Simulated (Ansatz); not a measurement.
Functionals compared on O on the 1x1 (111) surface of fcc Rh, one in a 2x2 cell, started at the site 'bridge Rh-Rh (span 2.7 Å)', in Ansatz (plane waves, PAW). The structure was relaxed with PBE; the other rows are single points on it, each with its references at the same level. Cutoff 420 eV (500 eV for r2SCAN).

Model: 17-atom slab, 6.5 Å thick at the start under the adsorbate (thin: gaps and levels are the slab's own), 6x6x1 mesh, Fermi-Dirac 0.1 eV, dipole correction, 8 atoms held, the rest relaxed; symmetry of the start imposed; no spin, no spin-orbit, no U, no dispersion correction. At the end it is bonded to 3 Rh. In PBE it is, or lies within 0.03 eV of, the lowest of the starts that converged. These notes are the PBE run's. Adsorption energies are against ½ O2(g). A negative adsorption energy means that the adsorbate is more stable on the surface than in its reference.

```csv
functional,adsorption energy (eV),work function of the top face (eV),change of the work function (eV),rough cost of the single point
PBE,-1.98,5.65,0.50,–
RPBE,-1.71,5.48,0.52,roughly 2.8 core-minutes
r2SCAN,(withheld),(withheld),(withheld),around 4 core-minutes (rough)
```

Q: What belongs in the gaps?

A: 
- r2SCAN, adsorption energy (eV): -2.15
- r2SCAN, work function of the top face (eV): 5.75
- r2SCAN, change of the work function (eV): 0.61

Ansatz is a program for electronic structure.
